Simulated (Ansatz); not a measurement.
Reference: ZrCd₃ (Pm-3m), PBEsol, DFPT electron-phonon coupling, linearised Boltzmann equation (plane waves, PAW, scalar-relativistic; Ansatz, a quantum-chemistry and plane-wave program); geometry: relaxed with this functional, without spin-orbit coupling.

Space group Pm-3m (No. 221); a = 4.3404 Å, b = 4.3404 Å, c = 4.3404 Å, α = 90.00°, β = 90.00°, γ = 90.00°

```json
[
 {"atom": "Zr", "site": "1a", "symmetry": "m-3m", "x": "0.0000", "y": "0.0000", "z": "0.0000"},
 {"atom": "Cd", "site": "3c", "symmetry": "4/mm.m", "x": "0.0000", "y": "0.5000", "z": "0.5000"}
]
```

The resistivity at 300 K comes out as 29 μΩ·cm and the mean free path at 300 K is 5.2 nm.

### Question
Swap Cd for Al, keeping the structure type. How do these values move?

### Answer
ZrAl3 (Pm-3m): volume per atom 20.4 to 16.9 Å³; resistivity at 300 K falls (29 μΩ·cm to 9.5 μΩ·cm); mean free path at 300 K rises (5.2 nm to 10.7 nm).

### Question
Replace Cd by Rh on the same sites and relax. What happens?

### Answer
ZrRh$_{3}$ (Pm-3m): volume per atom 20.4 to 14.9 Å³; resistivity at 300 K falls (29 μΩ·cm to 11.5 μΩ·cm); mean free path at 300 K rises (5.2 nm to 7.5 nm).

### Question
Swap Cd for Ir, keeping the structure type. How do these values move?

### Answer
ZrIr3 (Pm-3m): volume per atom 20.4 to 15.2 Å³; resistivity at 300 K falls (29 μΩ·cm to 10.1 μΩ·cm); mean free path at 300 K rises (5.2 nm to 10.2 nm).

Moves up to 16 % count as about the same. Metals; harmonic phonons alone scatter; means over directions. The mean free path is weighted by the current that each state carries. Halving the electron mesh moves these values by up to 11 %; q meshes are mostly untested. Spin-orbit coupling is left out.

Formula and space group known from diffraction (Crystallography Open Database), not checked to be the room-temperature form: ZrIr3 (Pm-3m), ZrRh3 (Pm-3m). Computed structure with no diffraction record at hand here (it may be known, metastable or hypothetical): ZrAl3 (Pm-3m), ZrCd3 (Pm-3m). The missing spin-orbit coupling matters most for ZrIr3 (Pm-3m).
